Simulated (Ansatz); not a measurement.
Results of PBEsol (Ansatz, a program for electronic structure, plane waves, PAW) for SnSe (model structure, started from the 4H type, P6₃mc, No. 186, 8 atoms in the cell).

Settings: plane-wave cutoff 520 eV, 12×12×4 k mesh (along the axes of the cell as run), Fermi–Dirac smearing 0.01 eV, scalar-relativistic PAW data made under PBE.

Cell (relaxed at this level):

Space group P6₃mc (No. 186); a = b = 5.0226 Å, c = 11.7540 Å, α = β = 90.00°, γ = 120.00°

```
atom  site  symmetry       x       y       z
----  ----  --------  ------  ------  ------
Sn      2a       3m.  0.0000  0.0000  0.0273
Sn      2b       3m.  0.3333  0.6667  0.2751
Se      2a       3m.  0.0000  0.0000  0.2846
Se      2b       3m.  0.3333  0.6667  0.0386
```

Question: Give the computed band gap, Γ–Γ gap and bulk modulus B0.

Answer: 
band gap: 0.37 eV (on the SCF k mesh)
Γ–Γ gap: 2.06 eV
bulk modulus B0: 32.8 GPa

Note: the bulk modulus is −V dP/dV from two relaxed cells at ±2 % in volume; the relaxation could raise the start's symmetry but not lower it, so the cell can be a saddle point.

Spin–orbit coupling is not included.

A model structure was made by putting elements into a prototype or built by hand; it is no filed structure, need not be a known phase, and can be a saddle point held by its symmetry.
